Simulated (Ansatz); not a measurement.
A computed series for SrTiO3: pressure series

Consider SrTiO$_{3}$ in the cubic perovskite structure (space group Pm-3m, No. 221; a = 3.9365 Å).

Cell and atoms are relaxed at each pressure.

The values are results of PBE, PAW, 420 eV (Ansatz, a quantum-chemistry and plane-wave program; no spin-orbit coupling), earlier PAW set, not measurements.

```json
[
 {"P (GPa)": "-2.00", "V (Å³/atom)": "12.348"},
 {"P (GPa)": "-1.00", "V (Å³/atom)": "12.273"},
 {"P (GPa)": "0.29", "V (Å³/atom)": "12.180"},
 {"P (GPa)": "0.69", "V (Å³/atom)": "12.152"},
 {"P (GPa)": "1.48", "V (Å³/atom)": "12.097"},
 {"P (GPa)": "5.00", "V (Å³/atom)": "11.869"},
 {"P (GPa)": "10.00", "V (Å³/atom)": "11.579"}
]
```

Fit a third-order Birch–Murnaghan equation of state.

Least squares on P(V) = (3B₀/2)[(V₀/V)^(7/3) − (V₀/V)^(5/3)]·[1 + (3/4)(B₀′ − 4)((V₀/V)^(2/3) − 1)] gives V₀ = 12.20 Å³/atom, B₀ = 171 GPa and B₀′ = 4.4.

Measured bulk modulus of SrTiO3: 172.1 GPa (room temperature; as listed in Mael Guennou et al., Physical Review B (2010)); the computed value is for a static lattice, so the two differ by thermal effects too.

Between the base and pressure 10 GPa the gap moves from 1.85 eV to 1.95 eV, a mean slope of 10 meV/GPa.

Load acts through the strain it causes; cell and atoms are relaxed under it. Stability against distortions was not tested. Competing high-pressure phases were not computed. All final runs are without spin polarisation. Many cubic perovskites are stable only at high temperature; tilts and polar distortions were not tested.
